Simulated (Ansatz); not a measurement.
Take Cu (space group P6_3/mmc, No. 194; a cell from a computed database, its experimental status unchecked) as the base.

```
Cu
1.0
    2.51501     0.00000     0.00000
   -1.25750     2.17806     0.00000
    0.00000     0.00000     8.26266
Cu
4
Direct
  0.00000   0.00000   0.00000
  0.00000   0.00000   0.50000
  0.33333   0.66667   0.25000
  0.66667   0.33333   0.75000
```

Computed with DFT with PBEsol, PAW potentials and a 420 eV plane-wave cutoff in Ansatz (a quantum-chemistry and plane-wave program), scalar-relativistic without spin-orbit coupling.

For the base:

* **Volume per atom**: 11.32 Å³

Now apply this change: cell and atoms relaxed at a pressure of 10 GPa.

Q: Estimate the effect on the volume per atom.

A: The volume per atom falls by 0.58 Å³ to 10.74 Å³.

Load acts through the strain it causes; cell and atoms are relaxed under it. Stability against distortions was not tested. No other phases were tried under pressure. All final runs are without spin polarisation. This is not the structure that Cu has at room temperature and ambient pressure.
